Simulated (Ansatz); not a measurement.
**Pd: stress against strain**

Pd (fcc, Fm-3m, 14.949 Å³/atom at rest, cube axes along x, y and z) under a strain ε along a cube axis (axis z), the other axes held. r2SCAN in Ansatz, a plane-wave DFT program (PAW, default set), 500 eV, 29×29×29 Γ-centred mesh, Fermi-Dirac smearing 0.10 eV; ions are relaxed within the symmetry of each cell. Stress is positive for a compressed cell.

Here s stands for strain and y for stress zz.

| strain (%) | stress zz (GPa) |
|---|---|
| -3.00 | ? |
| -1.50 | 3.40 |
| -1.00 | 2.23 |
| -0.50 | 1.10 |
| 0.00 | 0.00 |
| 0.50 | -1.06 |
| 1.00 | -2.09 |
| 1.50 | -3.08 |

### Question
Using a straight line, estimate the missing y at s = -3.00 from the other rows, showing the fit.

### Answer
Means: s 0, y 0.071. About the means, the sum of products is -15.120 and the sum of squares of s is 7.0000; the slope is their ratio. Least squares gives y = 0.071 - 2.1600·s. Residuals (row less fit): 0.089, -0.001, -0.051, -0.071, -0.051, -0.001, 0.089; standard error 0.072 (degrees of freedom: 5). The slope gives the elastic constant C11 = 216 ± 3 GPa. At the withheld row, y = 0.071 - 2.1600 × (-3.0) = 6.551 GPa. The calculation gives 7.12 GPa, 0.569 GPa above the prediction (5.6 % of the range of y in the table). The row lies outside the fitted rows, so this is an extrapolation. From the scatter of the fitted rows alone, a prediction at this place has a standard error of 0.113 GPa, so the miss is 5.0 times that.

One order more, fitted to all 13 runs of the series, follows each within 0.01, so the miss is the next term of a smooth law. In a metal these values are sensitive to mesh and smearing; energies are taken to zero smearing, stresses follow the free energy. Rows are the converged runs of the series near zero and its far end; series whose fitted rows scatter by over a few per cent of the range, as at a crossing or softening among them, aren't shown in this form. Most that stay on the fit to the last digits aren't either.
